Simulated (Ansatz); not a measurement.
**Ansatz (a quantum-chemistry and plane-wave program) run on F2 (P1, 4 atoms in the cell): self-consistent single point**

Computed with PBEsol, default PAW files made with PBE (plane waves; Ansatz).

This input was run:

Ansatz 0.2 input:
```yaml
# F2
crystal:
  lattice:
    - [2.569102, -1.591945, 0.000000]
    - [2.569102, 1.591945, 0.000000]
    - [-0.564920, 0.000000, 6.630697]
  atoms:
    - { symbol: F, position: [0.596659, 0.916159, 0.605501] }
    - { symbol: F, position: [0.404170, 0.084670, 0.402040] }
    - { symbol: F, position: [0.084670, 0.404170, 0.902040] }
    - { symbol: F, position: [0.915330, 0.595830, 0.097960] }
basis:
  ecutwfc: 420.0
kpoints:
  mp_grid: { grid: [9, 9, 4] }
hamiltonian:
  xc: pbesol
  pseudopotentials: { kind: paw }
scf:
  occupations: { method: fermi_dirac, width: 0.01 }
output:
  forces: true
  eigenvalues: true
  stress: true
```

Output (repeated stretches shortened):

```
WARN ansatz: RAYON_NUM_THREADS=1 ignored (pool sized by the plan → 1); use --threads N
Pseudopotentials: kind: paw
Pseudopotential: F, paw, valence charge 7
Crystal: 4 atoms, lattice volume = 54.237 Å³
Basis set: ecut = 420 eV, 1041 PW (Γ), exchange–correlation on 48×48×90 points (8 copies of the dense FFT grid, shifted against one another)
Bands: 18, of which v1, the nominal top of the filled ones, is band 14 counted from 1 (13 counted from 0)
Symmetry: 1 space group operations
Space group: P1 (ITA 1), of the structure as read, at distance tolerance 3.8e-5 Å
k-points: 163 of 324 (time reversal used)
PAW frozen core: F, regenerated for the run's functional, and the local potential with it
Initial density: superposition of atomic densities (neutral atoms: chi_scale 0, normalization atom), corrected by the library's trained network
Initial wavefunctions: pseudopotential atomic-orbital guess
Eigensolver: davidson
Functional: x = pbesol(κ = 0.804, μ = 0.12345679012345678), c = pbesol(β = 0.046)
SCF iter   1: F=—  HF=-3190.531568 eV  |F-HF|=—  |Δ(HF+E_count)|=         —  Δρ=1.17e-2  dr2=3.19e-2  ethr=1.77e-3  ⟨swp⟩=5.1  Hψ=12961  notcnv=0
all-band conjugate gradients solve this SCF's bands
preconditioner: auto → none
SCF iter   2: F=—  HF=-3190.521303 eV  |F-HF|=—  |Δ(HF+E_count)|=   1.03e-2  Δρ=2.77e-3  dr2=1.28e-3  ethr=1.14e-4  ⟨swp⟩=2.1  Hψ=6507  notcnv=0
SCF iter   3: F=—  HF=-3190.521384 eV  |F-HF|=—  |Δ(HF+E_count)|=   8.07e-5  Δρ=1.91e-3  dr2=1.20e-3  ethr=4.56e-6  ⟨swp⟩=2.9  Hψ=5809  notcnv=0
SCF iter   4: F=—  HF=-3190.521358 eV  |F-HF|=—  |Δ(HF+E_count)|=   2.65e-5  Δρ=1.43e-3  dr2=7.44e-4  ethr=4.29e-6  ⟨swp⟩=2.0  Hψ=4245  notcnv=0
SCF iter   5: F=—  HF=-3190.521289 eV  |F-HF|=—  |Δ(HF+E_count)|=   6.84e-5  Δρ=5.43e-4  dr2=1.00e-4  ethr=2.66e-6  ⟨swp⟩=2.0  Hψ=3161  notcnv=0
SCF iter   6: F=—  HF=-3190.521285 eV  |F-HF|=—  |Δ(HF+E_count)|=   3.67e-6  Δρ=1.35e-4  dr2=5.47e-6  ethr=3.57e-7  ⟨swp⟩=1.0  Hψ=2934  notcnv=0
SCF iter   7: F=—  HF=-3190.521225 eV  |F-HF|=—  |Δ(HF+E_count)|=   6.07e-5  Δρ=2.64e-5  dr2=9.42e-8  ethr=3.57e-10  ⟨swp⟩=3.1  Hψ=11943  notcnv=0
SCF iter   8: F=-3190.521225 eV  HF=-3190.521225 eV  |F-HF|=6.06e-8  |Δ(HF+E_count)|=   1.69e-7  Δρ=1.25e-5  dr2=1.71e-8  ethr=3.36e-10  ⟨swp⟩=1.8  Hψ=8844  notcnv=0
SCF 1 converged in 8 iterations: F = -3190.521225 eV  dr2 = 1.71e-8
SCF converged after 8 iterations
Free energy (F): -3190.521225 eV
Harris-Foulkes:  -3190.521225 eV  (|F-HF|=6.06e-8)
Internal energy: -3190.521225 eV  (E = F + TS)
E sigma→0 (E₀):  -3190.521225 eV
Fermi energy:    -1.447589 eV
--- Per-component energies (eV) ---
  E_band       = -299.535271
  E_kinetic    = 805.069321
  E_local      = -2601.444011  (includes V_loc(G=0)·N_el)
  E_nonlocal   = 294.600447
  E_hartree    = 926.858300
  E_xc         = -307.357166
  E_vxc        = -395.923230  (∫ρ·V_xc dr)
  E_paw        = -768.443638  (= ΣΔE_a)
  E_vpaw       = -255.563332  (= ΣTr[D̂ρ^β])
  E_aug_tail   = 0.008020  (compensation charges beyond the density's cutoff)
  E_ewald      = -1539.982269
  E_core_change = 0.169771  (= ΣΔE_core)
  E_smearing   = -0.000000  (= −TS)
  E_closure    = -0.000000  (closes the sum)
  Σ components = -3190.521225   (vs F -3190.521225, Δ=0.00e0)
--- Forces (eV/Å), atoms counted from 1 ---
  atom   1  F      0.05796017     0.68152787    -1.63663104
  atom   2  F     -0.05902494    -0.68331546     1.61992083
  atom   3  F     -0.01576560     0.25359485     0.50596322
  atom   4  F      0.01683264    -0.25178984    -0.48930426
  max |Σ_I F_I| component: 5.13e-5 eV/Å
--- Stress (GPa, compression-positive) ---
        1.445882      -0.087301       0.463966
       -0.087302      -0.371440       1.982665
        0.463942       1.982679      -8.026301
  P = ⅓ Tr σ = -2.3173 GPa (-23.173 kbar)
  The stress holds the Pulay correction. Without it, at fixed plane waves, as pw.x and ABINIT print it: P = -3.4829 GPa
--- Band table (eV; the first three rows and the last of 163) ---
  k-point 0: bands = ["-27.4325", "-26.7173", "-21.5167", "-20.9337", "-9.3362", "-8.1803", "-5.8067", "-5.6318", "-5.4178", "-5.2606", "-3.0825", "-2.7380", "-2.6467", "-2.5823", "-0.3222", "0.9024", "7.2705", "9.7326"]
  k-point 1: bands = ["-27.4260", "-26.7274", "-21.4379", "-21.0138", "-9.1983", "-8.3542", "-5.7775", "-5.6308", "-5.3982", "-5.2616", "-3.0535", "-2.8012", "-2.6382", "-2.5910", "-0.1845", "0.7600", "7.5160", "9.0424"]
  k-point 2: bands = ["-27.4193", "-26.7378", "-21.2977", "-21.1554", "-8.9574", "-8.6289", "-5.7479", "-5.6299", "-5.3827", "-5.2627", "-2.9578", "-2.9300", "-2.6250", "-2.6045", "0.0104", "0.5601", "8.1177", "8.2105"]
  k-point 162: bands = ["-27.2435", "-26.5584", "-21.2298", "-21.1090", "-8.9593", "-8.6477", "-6.7982", "-6.4831", "-6.0238", "-5.6109", "-3.1550", "-3.1256", "-2.8156", "-2.6830", "0.1359", "0.6697", "12.3789", "12.4069"]
```

The run converged in 8 iterations.

The starting cell comes from a database of computed structures (which also holds hypothetical and non-ambient phases and stackings), without a prior relaxation at this level. Its lattice was rescaled by up to half a per cent. One atom was moved a little off its site on purpose. Forces in this geometry exceed 1 eV/Å. Ansatz's pressure includes its estimate of the finite-basis (Pulay) stress. Without the estimate this run gives -3.48 GPa.
